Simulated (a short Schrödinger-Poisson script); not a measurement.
# Symmetric double-gate stack, SiO2 on p-type Ge(111)

System: symmetric double-gate stack, SiO2 on p-type Ge(111), at 400 K.

```
layer  material  thickness (nm)  Na (cm⁻³)
-----  --------  --------------  ---------
1          SiO2               1          -
2            Ge              20       1e17
3          SiO2               1          -
```

The device is made up for the run: typed textbook-type constants, with dimensions and the other settings drawn at random. SiO2: permittivity 3.9, conduction-band edge (eV) 3.1, gap (eV) 9, electron mass (mₑ) 0.5. Ge: permittivity 16, conduction-band edge (eV) 0, gap (eV) 0.664, Nv at 300 K (cm⁻³) 6e18.

Channel valleys (confinement mass, in-plane density-of-states mass, number): L1 1.59, 0.08, 1; L3 0.09, 0.34, 3. At the gates, both at one voltage, the conduction-band edge of layer 1 lies 3.42 eV − eVg above the Fermi level of the channel. Gaps are held at their typed values at every temperature. Mesh 0.03 nm at interfaces.

From a short Schrödinger-Poisson script (our own, NumPy): 1D Poisson equation in equilibrium, electrons quantum, Hartree (BenDaniel-Duke, 12 states a valley, the channel's in-plane mass for all, wave functions ending at the dielectric), parabolic valleys, classical holes, full ionisation, no traps, pinning or gate leakage.

| Vg (V) | electrons (cm⁻²) | C (μF/cm²) | L1 E0 (meV) | L1 E1 (meV) | L3 E0 (meV) | L3 E1 (meV) |
|---|---|---|---|---|---|---|
| 0 | 1.67e9 | 0.0128 | 330.0 | 330.9 | 340.0 | 370.5 |
| 0.05 | 7.05e9 | 0.0341 | 280.3 | 281.2 | 290.3 | 320.8 |
| 0.1 | 2.91e10 | 0.132 | 231.4 | 232.2 | 241.5 | 271.8 |
| 0.15 | 1.11e11 | 0.449 | 185.2 | 185.8 | 195.7 | 225.6 |
| 0.2 | 3.41e11 | 1.08 | 145.3 | 145.4 | 157.5 | 186.2 |
| 0.25 | 7.88e11 | 1.79 | 112.7 | 112.8 | 129.8 | 156.4 |
| 0.3 | 1.44e12 | 2.36 | 86.1 | 86.1 | 110.8 | 134.8 |
| 0.35 | 2.24e12 | 2.81 | 63.6 | 63.6 | 97.5 | 118.8 |
| 0.4 | 3.18e12 | 3.17 | 44.1 | 44.1 | 87.6 | 106.5 |
| 0.45 | 4.21e12 | 3.46 | 26.9 | 26.9 | 80.0 | 96.7 |
| 0.5 | 5.33e12 | 3.70 | 11.5 | 11.5 | 73.9 | 88.8 |
| 0.55 | 6.52e12 | 3.89 | -2.5 | -2.5 | 68.8 | 82.1 |
| 0.6 | 7.76e12 | 4.05 | -15.4 | -15.4 | 64.5 | 76.4 |
| 0.65 | 9.04e12 | 4.18 | -27.4 | -27.4 | 60.6 | 71.4 |
| 0.7 | 1.04e13 | 4.28 | -38.8 | -38.8 | 57.1 | 66.9 |
| 0.75 | 1.17e13 | 4.37 | -49.7 | -49.7 | 53.9 | 62.8 |
| 0.8 | 1.31e13 | 4.44 | -60.1 | -60.1 | 51.0 | 59.1 |
| 0.85 | 1.45e13 | 4.50 | -70.2 | -70.2 | 48.2 | 55.6 |
| 0.9 | 1.59e13 | 4.55 | -80.0 | -80.0 | 45.5 | 52.3 |
| 0.95 | 1.73e13 | 4.60 | -89.6 | -89.6 | 43.0 | 49.2 |
| 1 | 1.88e13 | 4.64 | -99.0 | -99.0 | 40.6 | 46.3 |

Subbands count from the Fermi level. The capacitance is that of both gates.

Only the L valleys are kept; under strong confinement the Δ valleys of Ge fill too.
